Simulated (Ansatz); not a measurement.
The reference is Pd in the fcc (Cu type) structure (space group Fm-3m, No. 225; a = 3.876 Å).

Levels (all Ansatz, a quantum-chemistry and plane-wave program, PAW): PBEsol (420 eV, no spin-orbit coupling); r2SCAN (500 eV, no spin-orbit coupling).

The geometry is relaxed with PBEsol.

| Item | Value |
|---|---|
| PBEsol pressure | 0.0 GPa |

Question: How does going to r2SCAN change the pressure?

Answer: The pressure goes from zero to 4.9 GPa.

Single points use the geometry relaxed with PBEsol. Their cutoffs differ, which shifts pressures a little. No phonon test of stability was made. The final runs are not spin-polarised. Pd has a high density of states at the Fermi level and may be magnetic at this level.
